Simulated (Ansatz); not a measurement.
Cost and result by functional for the adsorption energy of NH3 on the 1x1 (111) surface of fcc Rh, one in a 2x2 cell, started at the site 'top Rh', in Ansatz (plane waves, PAW). Single points on the PBE structure, on one kind of machine; costs are rough ratios of the slab run's core time (references not counted) to the cheapest single point. r2SCAN's cost holds its higher cutoff (500 against 420 eV). Differences are taken against r2SCAN for comparison alone: no measured value is at hand, so the table doesn't rank accuracy.

Model: 20-atom slab, 6.5 Å thick at the start under the adsorbate (thin: gaps and levels are the slab's own), 6x6x1 mesh, Fermi-Dirac 0.1 eV, dipole correction, 8 atoms held, the rest relaxed; held to the start's symmetry, so lower structures may exist; no spin, no spin-orbit, no U, no dispersion correction. At the end it is bonded to Rh. In PBE it is, or lies within 0.03 eV of, the lowest of the starts that converged. These notes are the PBE run's. Adsorption energies are against NH3(g). A negative adsorption energy means that the adsorbate is more stable on the surface than in its reference.

| functional | relative cost | adsorption energy (eV) | less r2SCAN (eV) |
|---|---|---|---|
| RPBE | 1 | -0.38 | 0.48 |
| r2SCAN | 2 | -0.86 | 0.00 |
| PBE (the relaxed run's value) | – | -0.68 | 0.17 |

The values span 0.48 eV, while the single points' costs differ by a factor of roughly 2. Differences are of unrounded values.

Ansatz is a first-principles code.
